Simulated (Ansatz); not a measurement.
Ansatz (a program for electronic structure) run on the (100) slab of LuCl3 (cut from a parent of space group no. 194; 8 atoms in the cell): self-consistent single point.

Method of the run: LDA (PW92), default PAW files made with PBE (plane waves; Ansatz).

The change in words: vacuum of 4 angstrom (first run: 14 Å). Reference geometry:
```yaml
crystal:
  lattice:
    - [9.41660, 0.00000, 0.00000]
    - [0.00000, 3.45521, 0.00000]
    - [0.00000, 0.00000, 18.63372]
  atoms:
    - { symbol: Lu, position: [0.50000, 0.25000, 0.57294] }
    - { symbol: Lu, position: [0.00000, 0.75000, 0.42706] }
    - { symbol: Cl, position: [0.32385, 0.75000, 0.62434] }
    - { symbol: Cl, position: [0.17615, 0.25000, 0.37566] }
    - { symbol: Cl, position: [0.00000, 0.25000, 0.52985] }
    - { symbol: Cl, position: [0.50000, 0.75000, 0.47015] }
    - { symbol: Cl, position: [0.67615, 0.75000, 0.62434] }
    - { symbol: Cl, position: [0.82385, 0.25000, 0.37566] }
```

Reference input (self-consistent single point, DFT, LDA (PW92), plane waves, default PAW files made with PBE): basis.ecutwfc = 420 eV; kpoints.mp_grid.grid = 3 7 1; hamiltonian.xc = lda; hamiltonian.pseudopotentials = {kind: paw} (the program's default PAW files); scf.occupations.method = fermi_dirac; scf.occupations.width = 0.05 eV. This run's input differs from it in these lines:

Ansatz 0.2 input:
```diff
@@ -5,12 +5,12 @@
     - [0.00000000, 3.45520700, 0.00000000]
-    - [0.00000000, 0.00000000, 18.63371600]
+    - [0.00000000, 0.00000000, 8.63372100]
   atoms:
-    - { symbol: Lu, position: [0.50000000, 0.25000000, 0.57294100] }
-    - { symbol: Lu, position: [0.00000000, 0.75000000, 0.42705900] }
-    - { symbol: Cl, position: [0.32385000, 0.75000000, 0.62433700] }
-    - { symbol: Cl, position: [0.17615000, 0.25000000, 0.37566300] }
-    - { symbol: Cl, position: [0.00000000, 0.25000000, 0.52984600] }
-    - { symbol: Cl, position: [0.50000000, 0.75000000, 0.47015400] }
-    - { symbol: Cl, position: [0.67615000, 0.75000000, 0.62433700] }
-    - { symbol: Cl, position: [0.82385000, 0.25000000, 0.37566300] }
+    - { symbol: Lu, position: [0.50000000, 0.25000000, 0.65742500] }
+    - { symbol: Lu, position: [0.00000000, 0.75000000, 0.34257500] }
+    - { symbol: Cl, position: [0.32385000, 0.75000000, 0.76835000] }
+    - { symbol: Cl, position: [0.17615000, 0.25000000, 0.23165000] }
+    - { symbol: Cl, position: [0.00000000, 0.25000000, 0.56441500] }
+    - { symbol: Cl, position: [0.50000000, 0.75000000, 0.43558500] }
+    - { symbol: Cl, position: [0.67615000, 0.75000000, 0.76835000] }
+    - { symbol: Cl, position: [0.82385000, 0.25000000, 0.23165000] }
 basis:
```

The program printed (abridged):

```
SCF iter   1: F=—  HF=-35267.167996 eV  |F-HF|=—  |Δ(HF+E_count)|=         —  Δρ=5.69e-3  dr2=1.05e-1  ethr=1.77e-3  ⟨swp⟩=6.8  Hψ=1786  notcnv=0  defer=2
all-band conjugate gradients solve this SCF's bands
preconditioner: auto → Resta (q_TF=auto, 2.265 Å⁻¹)
SCF iter   2: F=—  HF=-35267.143645 eV  |F-HF|=—  |Δ(HF+E_count)|=   2.44e-2  Δρ=2.85e-3  dr2=1.88e-2  ethr=1.14e-4  ⟨swp⟩=2.2  Hψ=830  notcnv=0  defer=33
   [... lines left out ...]
SCF iter   4: F=—  HF=-35267.137129 eV  |F-HF|=—  |Δ(HF+E_count)|=   4.22e-3  Δρ=5.44e-4  dr2=8.34e-4  ethr=4.69e-6  ⟨swp⟩=2.1  Hψ=774  notcnv=0  defer=33
SCF iter   5: F=—  HF=-35267.137003 eV  |F-HF|=—  |Δ(HF+E_count)|=   1.26e-4  Δρ=1.13e-4  dr2=3.90e-5  ethr=9.07e-7  ⟨swp⟩=2.0  Hψ=829  notcnv=0  defer=32
SCF iter   6: F=—  HF=-35267.137138 eV  |F-HF|=—  |Δ(HF+E_count)|=   1.35e-4  Δρ=2.35e-5  dr2=2.11e-6  ethr=4.24e-8  ⟨swp⟩=2.0  Hψ=772  notcnv=0  defer=32
SCF iter   7: F=-35267.137138 eV  HF=-35267.137138 eV  |F-HF|=6.80e-9  |Δ(HF+E_count)|=   7.37e-7  Δρ=4.65e-6  dr2=8.10e-8  ethr=1.09e-10  ⟨swp⟩=10.8  Hψ=2568  notcnv=0
SCF 1 converged in 7 iterations: F = -35267.137138 eV  dr2 = 8.10e-8
Free energy (F): -35267.137138 eV
Internal energy: -35267.137138 eV  (E = F + TS)
E sigma→0 (E₀):  -35267.137138 eV
Fermi energy:    2.382828 eV
--- Forces (eV/Å), atoms counted from 1 ---
  atom   1  Lu     0.00000000     0.00000000     0.02227724
  atom   2  Lu     0.00000000     0.00000000    -0.02227724
  atom   3  Cl     0.08603364     0.00000000    -0.09302412
  atom   4  Cl    -0.08603364     0.00000000     0.09302412
  atom   5  Cl     0.00000000     0.00000000    -0.11414549
  atom   6  Cl     0.00000000     0.00000000     0.11414549
  atom   7  Cl    -0.08603364     0.00000000    -0.09302412
  atom   8  Cl     0.08603364     0.00000000     0.09302412
--- Stress (GPa, compression-positive) ---
       -0.864128       0.000000       0.000000
        0.000000      -1.696283       0.000000
        0.000000       0.000000      -0.760304
  P = ⅓ Tr σ = -1.1069 GPa (-11.069 kbar)
  The stress holds the Pulay correction. Without it, at fixed plane waves, as pw.x and ABINIT print it: P = -1.1201 GPa
```

The run converged in 7 iterations. Against the reference run the free energy goes down by 3.5 meV/atom, the largest force goes from 0.149 to 0.127 eV/Å and the gap on the mesh goes from 3.581 to 3.629 eV.

The starting cell comes from a database of computed structures (which also holds hypothetical and non-ambient phases and stackings), without a prior relaxation at this level. The slab is cut from that crystal, and its faces are unrelaxed. Its lattice was rescaled by up to half a per cent. Spin-orbit coupling is off. Spin polarisation is off, though cut faces can carry moments; a gap of a slab can lie between surface states.
